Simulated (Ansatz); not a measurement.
**L1₀ (CuAu-type) PtMn**

Level of theory: r²SCAN in Ansatz (plane waves, PAW).

Run with plane-wave cutoff 500 eV, 18×18×16 k mesh (along the axes of the cell as run), Fermi–Dirac smearing 0.1 eV, spin-polarised start, scalar-relativistic PAW data made under PBE.

Cell (relaxed at this level):

Space group P4/mmm (No. 123); a = 2.9505 Å, b = 2.9505 Å, c = 3.4479 Å, α = 90.00°, β = 90.00°, γ = 90.00°

| atom | site | symmetry | x | y | z |
|---|---|---|---|---|---|
| Mn | 1a | 4/mmm | 0.0000 | 0.0000 | 0.0000 |
| Pt | 1d | 4/mmm | 0.5000 | 0.5000 | 0.5000 |

```
Property  Value
--------  -----
band gap   none
```

Note: the magnetic order was assumed, not searched for or taken from measurement.

Spin–orbit coupling is not included.

Computed values are for the static lattice.

Ansatz is a quantum-chemistry and plane-wave program.
